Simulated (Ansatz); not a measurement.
Take Ta₂N in the anti-CdI2 type structure (space group P-3m1, No. 164; a = 3.065 Å, c = 4.889 Å; relaxed with 0.1 eV smearing) as the base. Axes: x lies along a and z along c of the hexagonal cell.

Computed with DFT with r2SCAN+rVV10, PAW potentials and a 500 eV plane-wave cutoff in Ansatz (a quantum-chemistry and plane-wave program), no spin-orbit coupling.

Base values:

The shortest interatomic distance comes out as 2.171 Å.

Perturbation: tensor shear ε_xz = −0.42 % (engineering shear γ = -0.0084); the atoms relax in the strained cell.

Problem. What happens to the stress, energy relative to the base and shortest interatomic distance?

Solution. The stress (xx, yy, zz, yz, xz, xy; compression positive) is (0.0, 0.0, 0.0, 0.0, 1.0, -0.4) GPa; the energy grows by 0.4 meV/atom; the shortest interatomic distance decreases by 0.003 Å (2.171 Å → 2.168 Å).

Stability against distortions was not tested. The final runs are not spin-polarised. An odd electron count without spin: Ta2N.
